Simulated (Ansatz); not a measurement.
We consider SrC₂ (I4/mmm, No. 139, 3 atoms in the cell; start mp-2630; a measured phase of this formula has another space group), described by G0W0@PBEsol (plane waves, hard PAW, contour deformation, complete-basis limit; Ansatz, a first-principles code).

Settings: largest k mesh 8×8×8 (not extrapolated in the mesh).

Cell (relaxed with PBEsol):

```
CELL_PARAMETERS angstrom
     -2.02509     2.02509     3.37215
      2.02509    -2.02509     3.37215
      2.02509     2.02509    -3.37215
ATOMIC_POSITIONS crystal
  Sr 0.00000 0.00000 0.00000
  C  0.40658 0.40658 0.00000
  C  0.59342 0.59342 0.00000
```

Q: Give the computed band gap.

A: 
- band gap = 3.48 eV

Note: the gap holds a correction of +0.30 eV to the complete basis.

Spin–orbit coupling is not included.

Computed values are for the static lattice.

A start named mp-… is a Materials Project structure, which need not be a measured phase.
